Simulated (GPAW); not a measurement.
# Equation of state of AlB2-type TiB2 (space group 191): energy against volume (GPAW, PBEsol)

```
CELL_PARAMETERS angstrom
      2.94203     0.00000     0.00000
     -1.47101     2.54787     0.00000
      0.00000     0.00000     3.13622
ATOMIC_POSITIONS crystal
  Ti 0.00000 0.00000 0.00000
  B  0.66667 0.33333 0.50000
  B  0.33333 0.66667 0.50000
```

Level of theory: PBEsol, GPAW PAW datasets PBEsol (made by gpaw-setup) (plane waves; GPAW). Settings: mode = pw; ecut = 1040 eV; xc = PBEsol; kpts = 22 22 18; mesh shift (steps) = 0 0 0; occupations.name = fermi-dirac; occupations.width = 0.05 eV; nbands = -9; convergence.density = 1e-05 e/electron; convergence.energy = 1e-05 eV/electron; symmetry.symmorphic = false; symmetry.tolerance = 0.0005; maxiter = 120. The cell above is the first row's. The rows scale it uniformly. In all rows fractional positions and the k mesh are held. E is the free energy at the stated smearing, counted from the lowest row.

| V (Å^3/atom) | E (meV/atom) |
|---|---|
| 7.8362 | ? |
| 8.0066 | 17.38 |
| 8.1770 | 5.39 |
| 8.3473 | 0.00 |
| 8.5177 | 0.58 |
| 8.6880 | 6.58 |
| 8.8584 | 17.50 |
| 9.0287 | 32.86 |
| 9.1991 | 52.27 |

The 8 complete rows are fitted with the third-order Birch-Murnaghan form, a cubic in V^(-2/3), E against V. With u = V^(-2/3) - 0.238, the rows have u = 0.011863, 0.008379, 0.005017, 0.001765, -0.001379, -0.004423, -0.007370, -0.010227. Least squares gives E = 3.292 - 2012.57·u + 270694·u² - 78356·u³. Residuals (row less fit): -0.001, 0.003, 0.002, -0.003, -0.002, 0.004, 0.001, -0.001; standard error 0.003 (degrees of freedom: 4). Its minimum lies at u = 0.003723, so V0 = (0.241723)^(-3/2) = 8.414. There d²E/du² = 539600 and d³E/du³ = -470100, so B0 = (4/9) × 8.414^(-7/3) × 539600 × 0.160218 = 267 GPa (the last factor turns the table's units into GPa), and B0' = 4 + (2/3) × 0.241723 × (-470100)/539600 = 3.9. The program's pressures in the fitted runs (not shown) pass through zero at V = 8.41, 0.04 % from this V0.

**Question.** What does the fit predict for E at V = 7.8362, and how far is the calculated value from it?

**Answer.** u = 0.015472, so E = 3.292 - 2012.57 × 0.015472 + 270694 × 0.015472² - 78356 × 0.015472³ = 36.663 meV/atom. The calculation gives 36.65 meV/atom, 0.013 meV/atom below the prediction (under 0.05 % of the range of E in the table). The row lies outside the fitted rows, so this is an extrapolation. From the scatter of the fitted rows alone, a prediction at this place has a standard error of 0.009 meV/atom, so the miss is 1.4 times that.

Carrying the step between the two nearest rows on in a straight line would have given 29.37, off by 7.28; series whose last step already gives the withheld value aren't shown. The scan was laid around a cell of about the measured size, scaled by a guess for this functional; axis ratios and inner coordinates come from that cell. The runs keep the symmetry of the cell, so they don't test it for distortions. Spin polarisation is off. The shape of the cell and the inner coordinates aren't relaxed, so V0 and B0 belong to this uniform scaling; a relaxed crystal lies no higher in energy and is usually softer. Cutoffs and mesh are single choices, not tested for convergence of this quantity. Series with a scatter that would blur these digits, or in which a gap closes, are not shown. Nor are scans whose minimum lies at an end fitted in this form.
